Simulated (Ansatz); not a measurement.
Consider the following.

```
HgTe
1.0
    4.59573     0.00000     0.00000
    0.00000     4.59573     0.00000
    2.29787    -2.29787     3.17122
Hg Te
1 1
Direct
  0.00000   0.00000   0.00000
  0.75000   0.75000   0.50000
```

No spin polarisation.

Computed with Ansatz (a first-principles code) LDA, no SOC. Settings: 9×9×9 k-points, 0.05 eV Fermi–Dirac smearing.

Predict the pressure and space group.

The pressure (mean of the normal stresses, compression positive) comes out as -0.3 GPa and the space group comes out as I-4m2 (No. 119).

The cells carry an imposed strain or load. Whether these cells are dynamically stable was not tested. The cell was made from HgTe in the zinc blende structure (space group F-43m, No. 216) by this change: biaxial strain +1.00 %, plane normal [001], relaxed out of plane.
